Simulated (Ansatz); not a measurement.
## Ca: Ca → Ti

Start from Ca in the fcc (Cu type) structure (space group Fm-3m, No. 225; a = 5.568 Å).

Modification: every Ca is replaced by Ti, then cell and atoms are relaxed.

All numbers come from r2SCAN in Ansatz (plane waves to 500 eV, PAW, no SOC). Settings: 19×19×19 k-points, 0.05 eV Fermi–Dirac smearing, for the changed cell.

```tsv
quantity	base	changed	shift
lattice parameter a	10.523 bohr	7.768 bohr	-2.755 bohr
shortest interatomic distance	7.441 bohr	5.493 bohr	-1.948 bohr
band gap	zero	zero	–
```

Cost of the whole job for the changed cell (relaxation, final SCF and bands): very roughly 50 core-seconds.

Stability against distortions was not tested. All final runs are without spin polarisation. This is not the structure that Ti has at room temperature and ambient pressure.

Ansatz is a quantum-chemistry and plane-wave program.
